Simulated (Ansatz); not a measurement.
Inside the gap of an insulator the Bloch states are evanescent, with a wavenumber k + iκ along the transport direction.

Here is the system:

```xyz
4
Lattice="3.3021 0.0000 0.0000 -1.6510 2.8597 0.0000 0.0000 0.0000 5.2221" Properties=species:S:1:pos:R:3 pbc="T T T"
Zn     1.6510     0.9532     2.6141
Zn     0.0000     1.9065     0.0031
O      1.6510     0.9532     4.5940
O      0.0000     1.9065     1.9829
```

The cell is strained (lengths across the current scaled by 1.02, ions clamped); by r2SCAN it stands under a pressure of -5.8 GPa.

Transport runs along the normal of the first two printed cell vectors, the (001) (indices of the unstrained crystal) plane of the conventional cell.

The gap is the functional's own, uncorrected, and κ follows it; spin-orbit coupling is left out. Mid-gap means the computed energy nearest the middle.

Task: Compute, with r2SCAN in Ansatz (an electronic-structure program), the band gap and the smallest decay constant κ at mid-gap.

Result: Gap 1.20 eV on a 12×12×6 mesh; κ = 0.124 1/Å, at the zone centre.
